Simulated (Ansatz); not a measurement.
Output of an Ansatz run (abridged):

```
WARN the atoms were moved onto the symmetric positions of the space group found under crystal.symmetry.tolerance 1.0e-5 (fractional …
WARN basis.ecutwfc = 420 eV, the default
WARN ansatz: RAYON_NUM_THREADS=1 ignored (pool sized by the plan → 1); use --threads N
Pseudopotentials: kind: paw
Pseudopotential: In, paw, valence charge 13
Pseudopotential: As, paw, valence charge 15
Crystal: 4 atoms, lattice volume = 84.831 Å³
Basis set: ecut = 420 eV, 1651 PW (Γ), exchange–correlation on 60×60×80 points (8 copies of the dense FFT grid, shifted against one another)
Bands: 34, of which v1, the nominal top of the filled ones, is band 28 counted from 1 (27 counted from 0)
Symmetry: 24 space group operations
Space group: P63/mmc (ITA 194), of the structure as read, at distance tolerance 4.4e-5 Å
k-points: 30 of 320
Initial density: superposition of atomic densities (neutral atoms: chi_scale 0, normalization atom), corrected by the library's trained network
Initial wavefunctions: pseudopotential atomic-orbital guess
Eigensolver: davidson
Functional: x = pbe(κ = 0.804, μ = 0.2195149727645171), c = pbe(β = 0.06672455060314922)
SCF iter   1: F=—  HF=-20907.024601 eV  |F-HF|=—  |Δ(HF+E_count)|=         —  Δρ=1.57e-3  dr2=2.12e-3  ethr=1.77e-3  ⟨swp⟩=6.1  Hψ=4117  notcnv=0
all-band conjugate gradients solve this SCF's bands
preconditioner: auto → LDOS
SCF iter   2: F=—  HF=-20907.023351 eV  |F-HF|=—  |Δ(HF+E_count)|=   1.25e-3  Δρ=5.41e-4  dr2=1.50e-4  ethr=3.78e-6  ⟨swp⟩=2.0  Hψ=2105  notcnv=0
SCF iter   3: F=—  HF=-20907.023303 eV  |F-HF|=—  |Δ(HF+E_count)|=   4.75e-5  Δρ=2.47e-4  dr2=3.97e-5  ethr=2.69e-7  ⟨swp⟩=2.0  Hψ=1841  notcnv=0
SCF iter   4: F=—  HF=-20907.023281 eV  |F-HF|=—  |Δ(HF+E_count)|=   2.20e-5  Δρ=9.16e-5  dr2=5.50e-6  ethr=7.08e-8  ⟨swp⟩=2.0  Hψ=1831  notcnv=0
SCF iter   5: F=—  HF=-20907.023278 eV  |F-HF|=—  |Δ(HF+E_count)|=   3.76e-6  Δρ=1.19e-5  dr2=1.19e-7  ethr=9.82e-9  ⟨swp⟩=2.0  Hψ=1821  notcnv=0
SCF iter   6: F=-20907.023278 eV  HF=-20907.023278 eV  |F-HF|=3.25e-9  |Δ(HF+E_count)|=   2.33e-7  Δρ=2.65e-6  dr2=3.97e-9  ethr=1.79e-10  ⟨swp⟩=7.4  Hψ=4799  notcnv=0
SCF 1 converged in 6 iterations: F = -20907.023278 eV  dr2 = 3.97e-9
SCF converged after 6 iterations
Free energy (F): -20907.023278 eV
Harris-Foulkes:  -20907.023278 eV  (|F-HF|=3.25e-9)
Internal energy: -20906.967171 eV  (E = F + TS)
E sigma→0 (E₀):  -20906.995224 eV
Entropy (-TS):   -0.056107 eV (-14.027 meV/atom)
Fermi energy:    12.015321 eV
--- Per-component energies (eV) ---
  E_band       = -424.326001
  E_kinetic    = 699.562295
  E_local      = -5324.283061  (includes V_loc(G=0)·N_el)
  E_nonlocal   = -606.490159
  E_hartree    = 2655.310031
  E_xc         = -592.669730
  E_vxc        = -362.060699  (∫ρ·V_xc dr)
  E_paw        = -11979.861414  (= ΣΔE_a)
  E_vpaw       = -141.669199  (= ΣTr[D̂ρ^β])
  E_aug_tail   = 0.000067  (compensation charges beyond the density's cutoff)
  E_ewald      = -5758.535201
  E_smearing   = -0.056107  (= −TS)
  E_closure    = 0.000000  (closes the sum)
  Σ components = -20907.023278   (vs F -20907.023278, Δ=0.00e0)
--- Forces (eV/Å), atoms counted from 1 ---
  atom   1  In     0.00000000     0.00000000    -0.00000000
   [... zero for the other atoms too ...]
  max |Σ_I F_I| component: 2.31e-18 eV/Å
--- Stress (GPa, compression-positive) ---
        8.552833       0.000000      -0.000000
        0.000000       8.552833      -0.000000
       -0.000000      -0.000000      23.539273
  P = ⅓ Tr σ = 13.5483 GPa (135.483 kbar)
  The stress holds the Pulay correction. Without it, at fixed plane waves, as pw.x and ABINIT print it: P = 13.4984 GPa
--- Band table (eV; the first three rows and the last of 30) ---
  k-point 0: bands = ["-23.5253", "-23.5253", "-23.5250", "-23.5250", "-23.5061", "-23.5061", "-23.5029", "-23.5029", "-23.4929", "-23.4928", "-3.5210", "-3.1980", "-3.1980", "-2.9313", "-2.9313", "-2.8544", "-2.8544", "-2.7234", "-2.7234", [...]
  k-point 1: bands = ["-23.5252", "-23.5252", "-23.5251", "-23.5251", "-23.5057", "-23.5057", "-23.5032", "-23.5032", "-23.4929", "-23.4928", "-3.4320", "-3.1578", "-3.1578", "-2.9212", "-2.9212", "-2.8689", "-2.8689", "-2.7640", "-2.7640", [...]
  k-point 2: bands = ["-23.5252", "-23.5252", "-23.5251", "-23.5251", "-23.5049", "-23.5049", "-23.5039", "-23.5039", "-23.4929", "-23.4928", "-3.2011", "-3.0523", "-3.0523", "-2.9305", "-2.9305", "-2.9196", "-2.8929", "-2.8929", "-2.8445", [...]
  k-point 29: bands = ["-23.5249", "-23.5246", "-23.5244", "-23.5243", "-23.5053", "-23.5048", "-23.5046", "-23.5039", "-23.4922", "-23.4922", "-3.2238", "-3.1711", "-3.1688", "-3.0006", "-2.9650", "-2.8815", "-2.8702", "-2.8543", "-2.8393", [...]
```

The structure:

```
CELL_PARAMETERS angstrom
      4.12679     0.00000     0.00000
     -2.06340     3.57391     0.00000
      0.00000     0.00000     5.75174
ATOMIC_POSITIONS crystal
  In 0.00000 0.00000 0.00000
  In 0.00000 0.00000 0.50000
  As 0.33333 0.66667 0.25000
  As 0.66667 0.33333 0.75000
```

Problem. Write an input that gives this output.

Solution. Other spellings and defaults could give the same log, and not every line can be read from it. The input that was run (DFT, PBE, plane waves, default PAW files):

Ansatz 0.2 input:
```yaml
# InAs
crystal:
  lattice:
    - [4.126794, 0.000000, 0.000000]
    - [-2.063397, 3.573909, 0.000000]
    - [0.000000, 0.000000, 5.751741]
  atoms:
    - { symbol: In, position: [0.000000, 0.000000, 0.000000] }
    - { symbol: In, position: [0.000000, 0.000000, 0.500000] }
    - { symbol: As, position: [0.333333, 0.666667, 0.250000] }
    - { symbol: As, position: [0.666667, 0.333333, 0.750000] }
kpoints:
  mp_grid:
    grid: [8, 8, 5]
hamiltonian:
  xc: pbe
  pseudopotentials:
    kind: paw
scf:
  occupations:
    method: gaussian
    width: 0.272
output:
  forces: true
  eigenvalues: true
  stress: true
```

The starting cell was generated: these elements placed on a structure prototype, without a prior relaxation; it need not be a known phase or ordering of this composition. With a pressure of about 14 GPa the cell is away from its equilibrium volume at this level. Ansatz's pressure includes its estimate of the finite-basis (Pulay) stress. The run gives no clean gap (levels at the Fermi energy touch, overlap or are partly filled at this smearing), which alone does not show that the compound is a metal.

Ansatz is a program for electronic structure.
